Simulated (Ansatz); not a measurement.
Candidates (primitive cells; geometry: cell and atoms relaxed with PBEsol):
A. ZnS (F-43m), a = 3.787 Å, b = 3.787 Å, c = 3.787 Å, α = 60.00°, β = 60.00°, γ = 60.00°
B. La2O3 (P-3m1), a = 3.9061 Å, b = 3.9061 Å, c = 6.0402 Å, α = 90.00°, β = 90.00°, γ = 120.00°
C. BeS (F-43m), a = 3.4209 Å, b = 3.4209 Å, c = 3.4209 Å, α = 60.00°, β = 60.00°, γ = 60.00°
D. ZnSe (F-43m), a = 3.983 Å, b = 3.983 Å, c = 3.983 Å, α = 60.00°, β = 60.00°, γ = 60.00°
E. NaCl (Fm-3m), a = b = c = 3.961 Å, α = β = γ = 60.00°

**Question.** Rank these by Seebeck coefficient, n-type 1e19 cm⁻³ (highest first), as r2SCAN, rigid bands (Ansatz, a program for electronic structure) gives it.

**Answer.** D (-83 μV/K), A (-117 μV/K), E (-190 μV/K), C (-275 μV/K), B (-440 μV/K)

Seebeck coefficients are for the stated density at 300 K, with one relaxation time for all states and whether or not that doping can be reached. Spin-orbit coupling is left out.
